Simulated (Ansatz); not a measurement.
The starting structures come from a database of crystals and need not be the phases stable at ambient conditions.

By PBEsol, the system below comes out a metal.

A figure of merit of an interconnect metal is its ballistic conductance per area.

Input:

```xyz
4
Lattice="3.1339 0.0000 0.0000 -1.5670 2.7140 0.0000 0.0000 0.0000 5.4168" Properties=species:S:1:pos:R:3 pbc="T T T"
Hf     1.5670     0.9047     4.0626
Hf     0.0000     1.8094     1.3542
N      0.0000     0.0000     0.0000
N      0.0000     0.0000     2.7084
```

The cell is taken as given; by PBEsol it stands under a pressure of -2.4 GPa.

The current flows along the normal of the first two printed cell vectors, the (001) plane of the conventional cell. No spin-orbit coupling; the value is a mean over 0.1 eV about the Fermi level.

### Question
Estimate the ballistic conductance per area that PBEsol (Ansatz, a program for electronic structure) returns for this system.

### Answer
0.97 × 10¹⁵ S/m² for both spins.
